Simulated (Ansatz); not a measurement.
The parent structure is GaP in the zinc blende structure (space group F-43m, No. 216; a = 5.4517 Å).

Method: Ansatz (an electronic-structure program), r2SCAN, PAW, cutoff 500 eV, scalar-relativistic without spin-orbit coupling, earlier PAW set.

For the base:

The gap character comes out as indirect, Γ → Γ–X (87 % along) and the hole mass is 0.13, 0.37, 0.37 mₑ (at Γ). The lattice parameter a comes out as 5.452 Å and the width of the top valence band is 3.54 eV.

It is then changed as follows: cell and atoms relaxed at a pressure of 3 GPa.

**Question.** Estimate the effect on the gap character.

**Answer.** The gap character is still indirect, Γ → Γ–X (87 % along).

**Question.** How does this affect the hole mass?

**Answer.** The hole mass (degenerate bands, along [100]) changes from 0.13, 0.37, 0.37 mₑ (at Γ) to 0.14, 0.35, 0.35 mₑ (at Γ).

**Question.** Estimate the effect on the lattice parameter a.

**Answer.** The lattice parameter a falls by 0.0575 Å to 5.394 Å.

**Question.** What does the calculation give for the width of the top valence band after the change?

**Answer.** The width of the top valence band increases by 0.16 eV (3.54 eV → 3.70 eV).

Load acts through the strain it causes; cell and atoms are relaxed under it. Masses are band curvatures over ±0.01 Å⁻¹ around the edge. No phonon test of stability was made. Tetrahedral semiconductors of this kind turn to denser phases somewhere between about 1 and 50 GPa; those were not computed, so compressed cells here can lie past the real transition.
